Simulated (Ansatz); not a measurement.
A computed series for Si: response to strain

Base system: Si in the diamond structure (space group Fd-3m, No. 227; a = 5.434 Å).

Strains are applied to the cell and any free atomic positions relax.

Method: PBEsol in Ansatz (plane waves to 420 eV, PAW, without spin-orbit coupling).

Notes on the quantities. energy relative to the base: free energy F.

| isotropic strain (%) | energy relative to the base (meV/atom) |
|---|---|
| -3 | 52.3 |
| -2.5 | 35.8 |
| -1 | 5.4 |
| -0.5 | 1.3 |
| 0 | 0.0 |
| 0.5 | ? |
| 1.5 | 11.3 |
| 2 | 19.8 |
| 3 | 43.2 |

### Question
Fit ΔE = Aε² + Bε³ (ε in %) to the rows shown and predict the withheld row.

### Answer
Least squares on the printed values gives A = 5.30 and B = -0.17 meV/atom (largest residual 0.1 meV/atom); this predicts 1.3 meV/atom, and the run gives 1.3 meV/atom, in agreement.

Whether these cells are dynamically stable was not tested.

Ansatz is a quantum-chemistry and plane-wave program.
